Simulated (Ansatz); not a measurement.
# Response to strain in HfS2

Consider HfS2 in the CdI2 type structure (space group P-3m1, No. 164; layered, stacked along the Cartesian z axis).

```xyz
3
Lattice="3.5475 0.0000 0.0000 -1.7737 3.0722 0.0000 0.0000 0.0000 5.5768" Properties=species:S:1:pos:R:3 pbc="T T T"
Hf     0.0000     0.0000     0.0000
S      1.7737     1.0241     1.4606
S      0.0000     2.0481     4.1163
```

Cartesian axes are those of the cell as printed.

Strains are applied to the cell and any free atomic positions relax.

Level of theory: DFT with PBEsol-D3(BJ), PAW potentials and a 420 eV plane-wave cutoff in Ansatz (an electronic-structure program), no SOC.

Notes on the quantities. energy relative to the base: free energy F.

| uniaxial strain ε_xx (%) | energy relative to the base (meV/atom) |
|---|---|
| 0 | 0.0 |
| 0.5 | 0.2 |
| 1 | 1.0 |
| 1.5 | ? |
| 2 | 3.7 |
| 2.5 | 5.8 |
| 3 | 8.3 |

Question: Fit ΔE = Aε² + Bε³ (ε in %) to the rows shown and predict the withheld row.

Answer: Least squares on the printed values gives A = 0.952 and B = -0.010 meV/atom (largest residual 0.1 meV/atom); this predicts 2.1 meV/atom, and the run gives 2.1 meV/atom, in agreement.

No phonon test of stability was made.
